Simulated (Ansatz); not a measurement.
Band structure of Rb3Ba (I4/mmm, 4 atoms in the cell).

```xyz
4
Lattice="-3.3826 3.3826 7.3957 3.3826 -3.3826 7.3957 3.3826 3.3826 -7.3957" Properties=species:S:1:pos:R:3 pbc="T T T"
Rb     0.0000     3.3826     3.6978
Rb     3.3826     0.0000     3.6978
Rb     0.0000     0.0000     7.3957
Ba     0.0000     0.0000     0.0000
```

Method of the run: PBEsol, PAW files made with PBE (plane waves; Ansatz, a first-principles code).

Settings: kpoints.mp_grid.grid = 5 5 5; hamiltonian.xc = pbesol; hamiltonian.pseudopotentials = {kind: paw} (the program's default PAW files); scf.occupations.method = fermi_dirac; scf.occupations.width = 0.1 eV; kpoints.band_path.npoints = 8.

The starting cell comes from a database of computed structures (which also holds hypothetical and non-ambient phases and stackings), without a prior relaxation at this level. Its lattice was rescaled by a random factor within 2.5 % of one.

Levels in eV from the Fermi level, bands 16 to 22:
```json
[
 {"point": "Γ", "16": "-12.56", "17": "-2.19", "18": "0.00", "19": "0.28", "20": "0.82", "21": "0.82", "22": "0.90"},
 {"point": "X", "16": "-12.56", "17": "-0.52", "18": "-0.22", "19": "-0.20", "20": "-0.18", "21": "0.62", "22": "0.70"},
 {"point": "Y", "16": "-12.56", "17": "-0.57", "18": "-0.34", "19": "-0.30", "20": "-0.16", "21": "0.70", "22": "0.71"},
 {"point": "S", "16": "-12.56", "17": "-1.01", "18": "-0.65", "19": "-0.65", "20": "0.51", "21": "0.78", "22": "0.90"},
 {"point": "Z", "16": "-12.57", "17": "-1.50", "18": "-1.16", "19": "0.03", "20": "0.34", "21": "0.81", "22": "0.81"},
 {"point": "S1", "16": "-12.56", "17": "-1.01", "18": "-0.65", "19": "-0.65", "20": "0.51", "21": "0.78", "22": "0.90"},
 {"point": "N", "16": "-12.56", "17": "-1.15", "18": "-0.83", "19": "0.10", "20": "0.42", "21": "0.64", "22": "0.87"},
 {"point": "P", "16": "-12.56", "17": "-0.49", "18": "-0.27", "19": "-0.19", "20": "-0.19", "21": "0.65", "22": "0.65"},
 {"point": "Y1", "16": "-12.56", "17": "-0.57", "18": "-0.34", "19": "-0.30", "20": "-0.16", "21": "0.70", "22": "0.71"}
]
```

Bands cross the Fermi level along this path, so the cell is metallic at this level.

Keys are those of Ansatz 0.2.
